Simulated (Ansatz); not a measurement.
Take CuI in the zinc blende structure (space group F-43m, No. 216; a = 6.0778 Å) as the base.

(Cell as relaxed with PBE.)

Levels (all Ansatz, an electronic-structure program, PAW, earlier PAW set): PBE (420 eV, without spin-orbit coupling); r2SCAN (500 eV, spin-orbit coupling left out).

Each level relaxes its own structure.

| quantity | PBE | r2SCAN |
|---|---|---|
| volume per atom | 28.06 Å³ | ___ |
| lattice parameter a | 6.078 Å | ___ |
| band gap | 1.10 eV | ___ |
| gap character | direct at Γ | ___ |
| electron mass | 0.15 mₑ | ___ |
| hole mass (degenerate bands, along [100]) | 0.22, 0.75, 0.75 mₑ | ___ |

Question: Predict the r2SCAN column.

Answer: 
- volume per atom, r2SCAN: 27.28 Å³
- lattice parameter a, r2SCAN: 6.021 Å
- band gap, r2SCAN: 1.67 eV
- gap character, r2SCAN: direct at Γ
- electron mass, r2SCAN: 0.18 mₑ
- hole mass (degenerate bands, along [100]), r2SCAN: 0.29, 0.71, 0.71 mₑ

PBE's volume per atom lies 0.78 Å³ above r2SCAN's (2.9 %); PBE's lattice parameter a lies 0.057 Å above r2SCAN's (0.9 %); PBE's band gap lies 0.57 eV below r2SCAN's; the two agree on the gap character. Neither level is exact; r2SCAN is the comparison here, not a measurement.

With I present, leaving out spin-orbit coupling can change the band edges. Effective masses come from finite differences of ±0.01 Å⁻¹. Whether these cells are dynamically stable was not tested. All final runs are without spin polarisation.
